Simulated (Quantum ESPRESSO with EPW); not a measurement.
BP: phonon-limited electron drift mobility along x at 300 K against the coarse meshes from which the couplings are interpolated (Quantum ESPRESSO with EPW, LDA, PseudoDojo 0.4 norm-conserving potentials with their local tails restored to the Coulomb form, DFPT electron-phonon coupling, iterative Boltzmann equation). Each run picks its fine mesh from its own bands, so these can differ.

```xyz
2
Lattice="0.0000 2.2434 2.2434 2.2434 0.0000 2.2434 2.2434 2.2434 0.0000" Properties=species:S:1:pos:R:3 pbc="T T T"
B      0.0000     0.0000     0.0000
P      1.1217     1.1217     1.1217
```

| coarse k | coarse q | fine mesh | Wannier miss near the edge (meV) | μ (cm²/(V·s)) | move from a fine mesh of 0.7 the divisions | against the last row |
|---|---|---|---|---|---|---|
| 8×8×8 | 4×4×4 | 72×72×72 | 36 | 1200 | 13 % | -20 % |
| 12×12×12 | 6×6×6 | 72×72×72 | 19 | 1500 | 1 % | - |

The last step in the coarse meshes, 8×8×8/4×4×4 to 12×12×12/6×6×6, moves the value by 20 %, and the fine meshes of those two rows move it by up to 13 %. The coarse meshes are the larger error, and the last row is the best estimate here, not a limit.

Dilute carriers, scattering by harmonic phonons alone, dynamical quadrupoles left out; computed gap 1.16 eV. Spin-orbit coupling is left out. Leaving out quadrupoles slows convergence with the coarse q mesh and, in piezoelectric crystals, misstates scattering by acoustic modes, which can move the mobility by tens of per cent or more, whatever the mesh. Geometry: relaxed with this functional.
